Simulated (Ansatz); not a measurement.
Take Ce in the fcc (Cu type) structure (space group Fm-3m, No. 225; a = 4.5822 Å) as the base. Axes: x, y, z lie along the cube axes.

Level of theory: PBEsol in Ansatz (plane waves to 420 eV, PAW, no spin-orbit coupling).

Before the change:

* **Pressure**: 0.0 GPa
* **Band gap**: zero
* **Shortest interatomic distance**: 3.240 Å

One thing is altered: uniaxial strain ε_yy = +5.59 %, all other strain components held at zero; the atoms relax in the strained cell.

Q: What happens to the energy relative to the base, pressure, band gap and shortest interatomic distance?

A: The energy rises by 14 meV/atom; the pressure (mean of the normal stresses, compression positive) goes from zero to -2.5 GPa; the band gap stays zero; the shortest interatomic distance is still 3.240 Å.

The 4f electrons are in the valence with no U and their state was not checked, so volumes and moments can be off. Without a gap, meshes like the base's 17×17×17 leave anisotropic stresses uncertain by several tenths of a GPa, and small strain energies with them. No phonon test of stability was made. Seeded moments were not kept for the base. The final runs are not spin-polarised.

Ansatz is a first-principles code.
